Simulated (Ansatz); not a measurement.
**Worked example: self-consistent single point of ZrCu5 (F-43m, 6 atoms in the cell) in Ansatz (a quantum-chemistry and plane-wave program)**

Method: LDA (PW92), default PAW files made with PBE (plane waves; Ansatz).

This input was run:

Ansatz 0.2 input:
```yaml
crystal:
  lattice:
    - [0.000000, 3.421780, 3.421780]
    - [3.421780, 0.000000, 3.421780]
    - [3.421780, 3.421780, 0.000000]
  atoms:
    - { symbol: Zr, position: [0.000000, 0.000000, 0.000000] }
    - { symbol: Cu, position: [0.750000, 0.750000, 0.750000] }
    - { symbol: Cu, position: [0.375890, 0.872330, 0.375890] }
    - { symbol: Cu, position: [0.375890, 0.375890, 0.375890] }
    - { symbol: Cu, position: [0.872330, 0.375890, 0.375890] }
    - { symbol: Cu, position: [0.375890, 0.375890, 0.872330] }
basis:
  ecutwfc: 420.0 eV
kpoints:
  mp_grid: { grid: [8, 8, 8] }
hamiltonian:
  xc: lda
  pseudopotentials: { kind: paw }
scf:
  occupations: { method: fermi_dirac, width: 0.1 eV }
output:
  forces: true
  eigenvalues: true
  stress: true
```

Output, abridged:

```
WARN ansatz: RAYON_NUM_THREADS=1 ignored (pool sized by the plan → 1); use --threads N
Pseudopotentials: kind: paw
Pseudopotential: Zr, paw, valence charge 12
Pseudopotential: Cu, paw, valence charge 19
Crystal: 6 atoms, lattice volume = 80.128 Å³
Basis set: ecut = 420 eV, 1471 PW (Γ)
Bands: 65, of which v1, the nominal top of the filled ones, is band 54 counted from 1 (53 counted from 0)
Symmetry: 24 space group operations
Space group: F-43m (ITA 216), of the structure as read, at distance tolerance 4.3e-5 Å
k-points: 29 of 512 (time reversal used)
PAW frozen core: Zr, regenerated for the run's functional, and the local potential with it
PAW frozen core: Cu, regenerated for the run's functional, and the local potential with it
Initial density: superposition of atomic densities (neutral atoms: chi_scale 0, normalization atom), corrected by the library's trained network
Initial wavefunctions: pseudopotential atomic-orbital guess
Eigensolver: davidson
Functional: x = slater, c = lda
SCF iter   1: F=—  HF=-36856.884339 eV  |F-HF|=—  |Δ(HF+E_count)|=         —  Δρ=1.62e-2  dr2=8.61e-2  ethr=1.77e-3  ⟨swp⟩=5.4  Hψ=5738  notcnv=0  defer=40
all-band conjugate gradients solve this SCF's bands
preconditioner: auto → Kerker (q_TF=auto, 2.863 Å⁻¹)
SCF iter   2: F=—  HF=-36856.860779 eV  |F-HF|=—  |Δ(HF+E_count)|=   2.36e-2  Δρ=3.06e-3  dr2=1.03e-2  ethr=8.05e-5  ⟨swp⟩=2.0  Hψ=3260  notcnv=0  defer=65
SCF iter   3: F=—  HF=-36856.859190 eV  |F-HF|=—  |Δ(HF+E_count)|=   1.59e-3  Δρ=2.28e-3  dr2=4.05e-3  ethr=9.66e-6  ⟨swp⟩=1.7  Hψ=1837  notcnv=0  defer=65
SCF iter   4: F=—  HF=-36856.858231 eV  |F-HF|=—  |Δ(HF+E_count)|=   9.59e-4  Δρ=3.58e-4  dr2=1.24e-4  ethr=3.78e-6  ⟨swp⟩=1.9  Hψ=2344  notcnv=0  defer=65
SCF iter   5: F=—  HF=-36856.858219 eV  |F-HF|=—  |Δ(HF+E_count)|=   1.21e-5  Δρ=2.58e-4  dr2=3.68e-5  ethr=1.16e-7  ⟨swp⟩=2.1  Hψ=2607  notcnv=0  defer=65
SCF iter   6: F=—  HF=-36856.858207 eV  |F-HF|=—  |Δ(HF+E_count)|=   1.15e-5  Δρ=4.75e-5  dr2=1.41e-6  ethr=3.44e-8  ⟨swp⟩=2.0  Hψ=3058  notcnv=0  defer=65
SCF iter   7: F=—  HF=-36856.858209 eV  |F-HF|=—  |Δ(HF+E_count)|=   1.42e-6  Δρ=1.43e-5  dr2=1.67e-7  ethr=1.32e-9  ⟨swp⟩=2.0  Hψ=3262  notcnv=0  defer=65
SCF iter   8: F=-36856.858209 eV  HF=-36856.858209 eV  |F-HF|=4.69e-8  |Δ(HF+E_count)|=   4.89e-8  Δρ=6.40e-6  dr2=4.83e-8  ethr=9.35e-11  ⟨swp⟩=8.1  Hψ=7160  notcnv=0
SCF 1 converged in 8 iterations: F = -36856.858209 eV  dr2 = 4.83e-8
SCF converged after 8 iterations
Free energy (F): -36856.858209 eV
Harris-Foulkes:  -36856.858209 eV  (|F-HF|=4.69e-8)
Internal energy: -36856.763974 eV  (E = F + TS)
E sigma→0 (E₀):  -36856.811091 eV
Entropy (-TS):   -0.094235 eV (-15.706 meV/atom)
Fermi energy:    16.292789 eV
--- Per-component energies (eV) ---
  E_band       = -1932.648877
  E_kinetic    = 1835.289112
  E_local      = -22788.267826  (includes V_loc(G=0)·N_el)
  E_nonlocal   = 2038.620231
  E_hartree    = 10036.247972
  E_xc         = -608.730090
  E_vxc        = -771.992662  (∫ρ·V_xc dr)
  E_paw        = -10801.628342  (= ΣΔE_a)
  E_vpaw       = -2318.803912  (= ΣTr[D̂ρ^β])
  E_aug_tail   = 0.001343  (compensation charges beyond the density's cutoff)
  E_ewald      = -16570.915075
  E_core_change = 2.618701  (= ΣΔE_core)
  E_smearing   = -0.094235  (= −TS)
  E_closure    = 0.000000  (closes the sum)
  Σ components = -36856.858209   (vs F -36856.858209, Δ=0.00e0)
--- Forces (eV/Å), atoms counted from 1 ---
  atom   1  Zr     0.00000000    -0.00000000     0.00000000
  atom   2  Cu    -0.00000000     0.00000000    -0.00000000
  atom   3  Cu     0.01418955    -0.01418955     0.01418955
  atom   4  Cu    -0.01418955    -0.01418955    -0.01418955
  atom   5  Cu    -0.01418955     0.01418955     0.01418955
  atom   6  Cu     0.01418955     0.01418955    -0.01418955
  max |Σ_I F_I| component: 2.26e-17 eV/Å
--- Stress (GPa, compression-positive) ---
       -8.903791       0.000000      -0.000000
       -0.000000      -8.903791       0.000000
       -0.000000       0.000000      -8.903791
  P = ⅓ Tr σ = -8.9038 GPa (-89.038 kbar)
  The stress holds the Pulay correction. Without it, at fixed plane waves, as pw.x and ABINIT print it: P = -8.9850 GPa
--- Band table (eV; the first three rows and the last of 29) ---
  k-point 0: bands = ["-95.8781", "-95.8575", "-95.8575", "-95.8575", "-95.6310", "-53.7592", "-53.7201", "-53.7201", "-53.7201", "-53.7072", "-53.7072", "-53.6490", "-53.6490", "-53.6490", "-53.5899", "-53.5899", "-53.5899", "-53.4368", "-53.4368", [...]
  k-point 1: bands = ["-95.8775", "-95.8581", "-95.8575", "-95.8575", "-95.6310", "-53.7552", "-53.7187", "-53.7184", "-53.7184", "-53.7062", "-53.7062", "-53.6510", "-53.6510", "-53.6491", "-53.5954", "-53.5906", "-53.5906", "-53.4369", "-53.4368", [...]
  k-point 2: bands = ["-95.8760", "-95.8597", "-95.8576", "-95.8576", "-95.6311", "-53.7458", "-53.7154", "-53.7154", "-53.7129", "-53.7017", "-53.7017", "-53.6569", "-53.6569", "-53.6491", "-53.6107", "-53.5923", "-53.5923", "-53.4370", "-53.4368", [...]
  k-point 28: bands = ["-95.8688", "-95.8668", "-95.8576", "-95.8576", "-95.6311", "-53.7092", "-53.7079", "-53.7058", "-53.7052", "-53.6834", "-53.6782", "-53.6777", "-53.6711", "-53.6564", "-53.6524", "-53.6022", "-53.6021", "-53.4370", [...]
```

The run converged in 8 iterations.

The starting cell comes from a database of computed structures (which also holds hypothetical and non-ambient phases and stackings), without a prior relaxation at this level. Its lattice was rescaled by up to half a per cent. Spin polarisation is off. With a pressure of about -9 GPa the cell is away from its equilibrium volume at this level. Ansatz's pressure includes its estimate of the finite-basis (Pulay) stress.
